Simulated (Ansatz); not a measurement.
We consider fluorite PtAl2, described by PBE+SOC (Ansatz, a first-principles code, PAW).

Run with plane-wave cutoff 520 eV, 16×16×16 k mesh, Fermi–Dirac smearing 0.05 eV, PAW data made under PBE.

Computed points:

```
V (Å³/atom)  E − E_lowest (meV/atom)
-----------  -----------------------
16.406                         28.57
16.755                         12.22
17.104                          2.94
17.453                          0.00
17.802                          2.74
18.151                         10.56
18.500                         22.94
```

Q: Estimate the bulk modulus and its pressure derivative from these points.

A: V0 = 17.453 Å³/atom, B0 = 130 GPa, B′ = 4.5 (fit to the energies at full precision).

Computed values are for the static lattice.

Cost on a shared machine: around 2.4 core-minutes (rough).
